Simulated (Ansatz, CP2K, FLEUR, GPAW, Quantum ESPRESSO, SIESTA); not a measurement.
## InCuSeS (I2_12_12_1, 8 atoms in the cell) computed with different codes at matched settings

Self-consistent single point, at a second geometry (lattice scaled by 0.98). First geometry:

```xyz
8
Lattice="-2.9197 2.9327 5.8749 2.9197 -2.9327 5.8749 2.9197 2.9327 -5.8749" Properties=species:S:1:pos:R:3 pbc="T T T"
In     0.0000     1.4664     1.5299
In     2.9197     1.4664    -1.5299
Cu     0.0000     1.4664     7.4673
Cu     2.9197     1.4664     4.2824
Se     1.4598     3.1312     0.0000
Se     1.4598     2.7343     5.8749
S      1.6298     0.0000     2.9374
S      1.2899     0.0000     8.8123
```

Shared settings, as Ansatz (an electronic-structure program) writes them: kpoints.mp_grid.grid = 3 3 3; scf.occupations.method = gaussian; scf.occupations.width = 0.01 Ry. Potentials and cutoffs stand in the table.

```json
[
 {"code": "SIESTA", "model": "LDA PW92, numerical atomic orbitals DZP, PseudoDojo LDA standard norm-conserving potentials (rewritten from UPF to PSML)", "ΔF from the first geometry (meV/atom)": "-52.5", "pressure (GPa)": "-4.25", "largest force (eV/Å)": "0.179", "cutoff": "grid 300 Ry"},
 {"code": "Ansatz", "model": "LDA (PW92), PAW files made with PBE", "ΔF from the first geometry (meV/atom)": "-62.2", "pressure (GPa)": "-5.42", "largest force (eV/Å)": "0.090", "cutoff": "30.9 Ry"},
 {"code": "FLEUR", "model": "LDA (Vosko-Wilk-Nusair), all-electron FLAPW (FLEUR), scalar-relativistic valence", "ΔF from the first geometry (meV/atom)": "–", "pressure (GPa)": "–", "largest force (eV/Å)": "0.106", "cutoff": "Kmax 4.3 1/bohr"},
 {"code": "Quantum ESPRESSO", "model": "LDA (PW92), PseudoDojo standard norm-conserving (LDA) pseudopotentials", "ΔF from the first geometry (meV/atom)": "-62.8", "pressure (GPa)": "-5.45", "largest force (eV/Å)": "0.087", "cutoff": "95 Ry"},
 {"code": "CP2K", "model": "LDA (Pade form), GPW, DZVP-MOLOPT-SR-GTH basis, GTH-PADE potentials (GTH_POTENTIALS)", "ΔF from the first geometry (meV/atom)": "-56.4", "pressure (GPa)": "-4.69", "largest force (eV/Å)": "0.085", "cutoff": "grid 600 Ry"},
 {"code": "GPAW", "model": "LDA (Perdew-Wang 92), GPAW PAW datasets LDA (gpaw-data 1.0.1)", "ΔF from the first geometry (meV/atom)": "-61.8", "pressure (GPa)": "-5.43", "largest force (eV/Å)": "0.078", "cutoff": "850 eV"}
]
```

Size of the force on each atom (eV/Å): Sizes of forces hide their directions.

```tsv
code	In1	In2	Cu3	Cu4	Se5	Se6	S7	S8
SIESTA	0.175	0.175	0.179	0.179	0.157	0.157	0.031	0.031
Ansatz	0.072	0.072	0.090	0.090	0.061	0.061	0.052	0.052
FLEUR	0.062	0.062	0.106	0.106	0.050	0.050	0.042	0.042
Quantum ESPRESSO	0.069	0.069	0.087	0.087	0.069	0.069	0.065	0.065
CP2K	0.061	0.061	0.085	0.085	0.050	0.050	0.031	0.031
GPAW	0.074	0.074	0.078	0.078	0.005	0.005	0.023	0.023
```

A dash marks a value that a program does not give, or that is left out as unsure.

No clean gap comes from SIESTA, Ansatz, Quantum ESPRESSO, CP2K and GPAW: levels at the Fermi energy touch, overlap or are partly filled at this smearing.

On Ansatz's run: spin polarisation is off.

The spread over the programs that give each value: ΔF from the first geometry within 10.3 meV/atom; pressure within 1.20 GPa; largest force within 0.101 eV/Å.

SIESTA and CP2K use small atom-centred bases, whose incompleteness enters pressures, forces and empty levels differently from a plane-wave cutoff. FLEUR treats all electrons, but the usual bases taken here (sphere radii, linearisation, local orbitals, empty states) were not tested for convergence, so the values are no reference for the others. Ansatz's pressure is given at a fixed set of plane waves, as the other plane-wave codes print theirs; with its correction for the finite basis it is -5.38 GPa. In the pressure, SIESTA (by 1.18) lies more than 1 GPa from the median of the plane-wave programs. In the force vectors, SIESTA (by 0.247) lies more than 0.08 eV/Å from the median of the plane-wave programs.

The shared mesh is coarse (it stands for a supercell whose shortest vector is 17 Å), so the values are not converged in it.

The starting cell comes from a database of computed structures (which also holds hypothetical and non-ambient phases and stackings), without a prior relaxation at this level. Its lattice was rescaled by a random factor within 2.5 % of one. For this run, on top of that: lattice scaled by 0.98.

Left out of this page: ABINIT (with a known weakness of the program); Elk (not drawn, or without a comparable value).

Keys are those of Ansatz 0.2.
